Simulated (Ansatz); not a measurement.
**Response to strain in Bi**

Take Bi in the A7 type structure (space group R-3m, No. 166; layered) as the base.

```yaml
crystal:
  lattice:
    - [2.26027, 1.30497, 4.00943]
    - [-2.26027, 1.30497, 4.00943]
    - [0.00000, -2.60994, 4.00943]
  atoms:
    - { symbol: Bi, position: [0.23371, 0.23371, 0.23371] }
    - { symbol: Bi, position: [0.76629, 0.76629, 0.76629] }
```

Cartesian axes are those of the cell as printed.

Strains are applied to the cell and any free atomic positions relax; under biaxial strain the out-of-plane vector relaxes too.

Method: Ansatz (an electronic-structure program) r2SCAN+rVV10, without spin-orbit coupling.

Notes on the quantities. pressure: mean of the normal stresses, compression positive.

```tsv
change	space group	volume per atom	pressure
base	R-3m (No. 166)	35.48 Å³	0.0 GPa
biaxial strain +0.33 %, plane normal [001], relaxed out of plane	R-3m (No. 166)	35.56 Å³	-0.2 GPa
isotropic strain +5.10 %	R-3m (No. 166)	41.19 Å³	-3.9 GPa
uniaxial strain ε_xx = −3.93 %	C2/m (No. 12)	34.08 Å³	1.9 GPa
uniaxial strain ε_yy = −1.05 %	C2/m (No. 12)	35.11 Å³	0.5 GPa
uniaxial strain ε_yy = +0.83 %	C2/m (No. 12)	35.77 Å³	-0.3 GPa
```

Whether these cells are dynamically stable was not tested.
